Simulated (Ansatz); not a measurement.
A self-consistent single point of Au (Fm-3m, 1 atom in the cell) with Ansatz (a quantum-chemistry and plane-wave program).

Level of theory: PBEsol, PAW files made with PBE (plane waves; Ansatz).

```yaml
crystal:
  lattice:
    - [0.00000, 2.03388, 2.03388]
    - [2.03388, 0.00000, 2.03388]
    - [2.03388, 2.03388, 0.00000]
  atoms:
    - { symbol: Au, position: [0.00000, 0.00000, 0.00000] }
```

Reference input (self-consistent single point, DFT, PBEsol, plane waves, PAW files made with PBE): basis.ecutwfc = 420 eV; kpoints.mp_grid.grid = 14 14 14; hamiltonian.xc = pbesol; hamiltonian.pseudopotentials = {kind: paw} (the program's default PAW files); scf.occupations.method = fermi_dirac; scf.occupations.width = 0.1 eV. This run's input differs from it in these lines:

Ansatz 0.2 input:
```diff
@@ -11,3 +11,3 @@
   mp_grid:
-    grid: [14, 14, 14]
+    grid: [23, 23, 23]
 hamiltonian:
@@ -19,4 +19,4 @@
   occupations:
-    method: fermi_dirac
-    width: 0.1
+    method: cold
+    width: 0.05
 output:
```

Output, abridged:

```
SCF iter   1: F=—  HF=-13009.163230 eV  |F-HF|=—  |Δ(HF+E_count)|=         —  Δρ=7.55e-2  dr2=1.05e0  ethr=3.10e-3  ⟨swp⟩=4.2  Hψ=25162  notcnv=0
all-band conjugate gradients solve this SCF's bands
preconditioner: auto → none
SCF iter   2: F=—  HF=-13008.900471 eV  |F-HF|=—  |Δ(HF+E_count)|=   2.63e-1  S|Δr|=    0.00e0  Δρ=3.43e-2  dr2=2.09e-1  ethr=3.10e-3  ⟨swp⟩=2.0  Hψ=9474  notcnv=0  defer=149
SCF iter   3: F=—  HF=-13008.836917 eV  |F-HF|=—  |Δ(HF+E_count)|=   6.36e-2  S|Δr|=    0.00e0  Δρ=5.12e-3  dr2=1.76e-3  ethr=1.10e-3  ⟨swp⟩=2.0  Hψ=8111  notcnv=0  defer=149
SCF iter   4: F=—  HF=-13008.838355 eV  |F-HF|=—  |Δ(HF+E_count)|=   1.44e-3  S|Δr|=    0.00e0  Δρ=5.09e-4  dr2=2.90e-5  ethr=9.28e-6  ⟨swp⟩=2.1  Hψ=8824  notcnv=0  defer=148
SCF iter   5: F=—  HF=-13008.838360 eV  |F-HF|=—  |Δ(HF+E_count)|=   5.47e-6  S|Δr|=    0.00e0  Δρ=3.35e-5  dr2=8.60e-8  ethr=5.26e-10  ⟨swp⟩=5.5  Hψ=28350  notcnv=0
SCF iter   6: F=-13008.838360 eV  HF=-13008.838360 eV  |F-HF|=1.13e-8  |Δ(HF+E_count)|=   1.79e-8  S|Δr|=    0.00e0  Δρ=9.46e-6  dr2=1.45e-8  ethr=4.52e-10  ⟨swp⟩=2.0  Hψ=17073  notcnv=0
SCF 1 converged in 6 iterations: F = -13008.838360 eV  dr2 = 1.45e-8
Stability not checked (fill_not_monotonic)
Free energy (F): -13008.838360 eV
Internal energy: -13008.838170 eV  (E = F + TS)
E sigma→0 (E₀):  -13008.838297 eV
Entropy (-TS):   -0.000191 eV (-0.191 meV/atom)
Fermi energy:    20.776653 eV
--- Forces (eV/Å), atoms counted from 1 ---
  atom   1  Au    -0.00000000     0.00000000     0.00000000
--- Stress (GPa, compression-positive) ---
        1.866670       0.000000      -0.000000
       -0.000000       1.866670      -0.000000
        0.000000       0.000000       1.866670
  P = ⅓ Tr σ = 1.8667 GPa (18.667 kbar)
  The stress holds the Pulay correction. Without it, at fixed plane waves, as pw.x and ABINIT print it: P = 1.8178 GPa
```

The run converged in 6 iterations. Against the reference run the free energy rises by 4.7 meV/atom and the pressure goes from 2.03 to 1.87 GPa.

The starting cell has typed, rounded lattice constants, without a prior relaxation at this level. Its lattice was rescaled by up to half a per cent. Ansatz's pressure includes its estimate of the finite-basis (Pulay) stress.
